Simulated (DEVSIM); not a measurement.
illuminated Si n-on-p cell, one wavelength

Structure: illuminated Si n-on-p cell, one wavelength, at 400 K.

| layer (left to right) | material | thickness (μm) | Nd (cm⁻³) | Na (cm⁻³) | τn (s) | τp (s) | absorption coefficient (cm⁻¹) |
|---|---|---|---|---|---|---|---|
| 1 | Si | 0.160 | 1.8e18 | - | 7e-7 | 1.4e-7 | 2800 |
| 2 | Si | 120 | - | 3.8e16 | 5e-6 | 5e-6 | 2800 |

Left contact: ohmic, minority hole recombination velocity 1e6 cm/s. Right contact: ohmic, minority electron recombination velocity 800 cm/s. Voltage is applied to the left contact. Recombination: SRH at mid-gap, radiative, Auger. Light enters at the left, 2e17 photons cm⁻² s⁻¹, one pass, no reflection. Mobility is μmin + (μ − μmin)/(1 + (N/Nref)^α).

The device is made up for the run: typed textbook-type constants, with dimensions and the other settings drawn at random. Values at 300 K; Nc and Nv go as T^1.5, mobilities as T to minus their exponent, the gap by Varshni's rule with the affinity fixed.

| parameter | Si |
|---|---|
| gap (eV) | 1.124 |
| affinity (eV) | 4.05 |
| permittivity | 11.7 |
| Nc (cm⁻³) | 2.86e19 |
| Nv (cm⁻³) | 3.1e19 |
| μn (cm²/Vs) | 1417 |
| μp (cm²/Vs) | 470 |
| μn,min | 52 |
| μp,min | 45 |
| Nref,n | 9.7e16 |
| Nref,p | 2.2e17 |
| αn | 0.68 |
| αp | 0.72 |
| T exponent of μn | 2.3 |
| T exponent of μp | 2.2 |
| B (cm³/s) | 4.7e-15 |
| Cn (cm⁶/s) | 2.8e-31 |
| Cp (cm⁶/s) | 9.9e-32 |
| Varshni α (eV/K) | 0.000473 |
| Varshni β (K) | 636 |

Simulated with DEVSIM: 1D drift-diffusion, Boltzmann statistics, complete ionisation; no tunnelling, impact ionisation, image-force lowering or self-heating.

```yaml
potential_step_across_the_device_at_zero_bias: 0.740 V
largest_field_in_the_device_at_zero_bias: 110000 V/cm
Dark forward voltage at 1 A/cm²: 0.497 V
Dark forward voltage at 100 A/cm²: 0.832 V
short_circuit_current: 30.4 mA/cm²
open_circuit_voltage: 0.369 V
fill_factor: 0.71
largest_power: 7.95 mW/cm²
share_of_generated_pairs_collected_at_short_circuit: 0.950
```

Dark forward current:

(V (V), J (A/cm²)): (-0.05, -2.4e-6); (-0.10, -1.2e-5); (-0.15, -5.3e-5); (-0.20, -0.00023); (-0.25, -0.00096); (-0.35, -0.017); (-0.40, -0.073); (-0.45, -0.30); (-0.50, -1.1); (-0.55, -3.1); (-0.60, -7.3); (-0.65, -15); (-0.70, -27); (-0.75, -47); (-0.85, -120); (-0.90, -170); (-0.95, -240); (-1.00, -320); (-1.05, -410); (-1.10, -530); (-1.15, -650); (-1.20, -790); (-1.25, -950); (-1.35, -1300); (-1.40, -1500); (-1.45, -1700); (-1.50, -1900); (-1.55, -2200)

Current under light (generator sign):

```json
[
 {"V (V)": "0.00", "J (mA/cm²)": "30.4"},
 {"V (V)": "0.04", "J (mA/cm²)": "30.4"},
 {"V (V)": "0.08", "J (mA/cm²)": "30.4"},
 {"V (V)": "0.12", "J (mA/cm²)": "30.4"},
 {"V (V)": "0.16", "J (mA/cm²)": "30.4"},
 {"V (V)": "0.22", "J (mA/cm²)": "30.0"},
 {"V (V)": "0.24", "J (mA/cm²)": "29.7"},
 {"V (V)": "0.26", "J (mA/cm²)": "29.1"},
 {"V (V)": "0.28", "J (mA/cm²)": "28.1"},
 {"V (V)": "0.30", "J (mA/cm²)": "26.3"},
 {"V (V)": "0.32", "J (mA/cm²)": "23.1"},
 {"V (V)": "0.34", "J (mA/cm²)": "17.4"},
 {"V (V)": "0.36", "J (mA/cm²)": "7.15"},
 {"V (V)": "0.38", "J (mA/cm²)": "-11.0"}
]
```
